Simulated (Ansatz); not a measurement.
We consider SnSe (model structure, started from the GeS type, Pnma, No. 62, 8 atoms in the cell), described by PBE in Ansatz (PAW).

Settings: plane-wave cutoff 500 eV, 4×10×8 k mesh (along the axes of the cell as run), Fermi–Dirac smearing 0.05 eV, scalar-relativistic PAW data made under PBE.

Cell (relaxed at this level):

```
CELL_PARAMETERS angstrom
     11.78048     0.00000     0.00000
      0.00000     4.20329     0.00000
      0.00000     0.00000     4.57207
ATOMIC_POSITIONS crystal
  Sn 0.12103 0.25000 0.11692
  Sn 0.37897 0.75000 0.61692
  Sn 0.87897 0.75000 0.88308
  Sn 0.62103 0.25000 0.38308
  Se 0.85474 0.25000 0.47618
  Se 0.64526 0.75000 0.97618
  Se 0.14526 0.75000 0.52382
  Se 0.35474 0.25000 0.02382
```

Problem. Estimate the band gap that the calculation returns.

Solution. 
- band gap = 0.79 eV (on the SCF k mesh)

Spin–orbit coupling is not included.

Static lattice: no zero-point or thermal effects.

Computing time: about 8 core-minutes (a rough figure).

A model structure was made by putting elements into a prototype or built by hand; here it ended with the formula and space group of a phase in our tables.

Ansatz is a program for electronic structure.
